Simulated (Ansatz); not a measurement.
Tunnelling through a barrier is set by its complex band structure: the current falls as exp(−2κd) with the smallest κ.

Consider the following.

```xyz
2
Lattice="3.8549 0.0000 0.0000 -1.9274 3.3384 0.0000 1.9274 -1.1128 3.1475" Properties=species:S:1:pos:R:3 pbc="T T T"
Ga     0.0000     0.0000     0.0000
P      0.0000     2.2256     0.7869
```

The cell is taken as given.

Transport runs along the normal of the first two printed cell vectors, the (111) plane of the conventional cell.

The gap is the functional's own. No spin-orbit coupling. Mid-gap values are those at the computed energy nearest the middle.

### Question
Predict the band gap and the smallest decay constant κ at mid-gap from r2SCAN in Ansatz (an electronic-structure program).

### Answer
Gap 1.86 eV on a 10×10×10 mesh; κ = 0.120 1/Å, at the zone centre.
